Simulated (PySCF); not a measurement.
PySCF 2.14.0, TPSSH/def2-svp, df: Hf(F)3(Cl) ([F][Hf]([F])([F])[Cl]), 5 atoms. The geometry is a generated start, not checked to be a minimum at this level.

```
Quantity                                            Result
-------------------------  -------------------------------
task                                                energy
method                                               tpssh
basis                                             def2-svp
two-electron scheme                        density fitting
mol.max_memory                                     3000 MB
mf.max_cycle                                           100
mf.conv_tol                                1e-09 (default)
mf.grids.level                                 3 (default)
effective core potentials  those of the basis set, past Kr
basis functions                                         92
grid points                                          85464
```

```xyz
5

Hf     0.0545    -0.0674    -0.0071
F      1.1135     0.1704    -1.4731
F      1.0777    -0.1638     1.5026
F     -0.9404    -1.5879    -0.1919
Cl    -1.3053     1.6487     0.1695
```

Charge 0 and multiplicity 1 are set for this test and not shown to be the ground state.

With the defaults (mf.DIIS = CDIIS, mf.diis = true, mf.level_shift = 0, mf.diis_damp = 0, mf.diis_space = 8, mf.init_guess = minao) it converges in 13 Fock builds. One run each on 2 threads, 1 BLAS thread, with these changes:
- mf.diis_space = 5
- mf.DIIS = EDIIS
- mf.level_shift = 1 Hartree
- mf.diis = false
- mf.init_guess = mod_huckel
- mf.diis_space = 12
- mf.diis_damp = 0.3
- mf.level_shift = 0.1 Hartree
- mf.diis_space = 3

Q: Name the settings that don't reach the solution of the defaults.

A: No convergence: mf.DIIS = EDIIS; mf.diis = false (the run ends without SCF convergence in 100 cycles). The rest reach the solution of the defaults.

```tsv
setting	Fock builds	end
mf.level_shift = 0.1 Hartree	12	same solution
mf.diis_damp = 0.3	12	same solution
the defaults	13	same solution
mf.diis_space = 12	13	same solution
mf.diis_space = 5	14	same solution
mf.init_guess = mod_huckel	14	same solution
mf.diis_space = 3	16	same solution
mf.level_shift = 1 Hartree	31	same solution
mf.DIIS = EDIIS	101	no convergence
mf.diis = false	101	no convergence
```
